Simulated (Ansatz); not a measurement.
The reference is Ta in the bcc (W type) structure (space group Im-3m, No. 229; a = 3.320 Å).

(Cell as relaxed with PBE.)

Levels (all Ansatz, an electronic-structure program, PAW, earlier PAW set): PBE (420 eV, without spin-orbit coupling); PBEsol (420 eV, spin-orbit coupling left out).

Each level relaxes its own structure.

```csv
quantity,PBE,PBEsol
volume per atom,18.29 Å³,?
lattice parameter a,3.320 Å,?
band gap,zero,?
```

Task: Predict the PBEsol column.

Result: 
- volume per atom, PBEsol: 17.67 Å³
- lattice parameter a, PBEsol: 3.282 Å
- band gap, PBEsol: zero

PBE's volume per atom lies 0.62 Å³ above PBEsol's (3.5 %); PBE's lattice parameter a lies 0.038 Å above PBEsol's (1.2 %); the two agree on the band gap. Neither level is exact; PBEsol is the comparison here, not a measurement.

No phonon test of stability was made. All final runs are without spin polarisation.
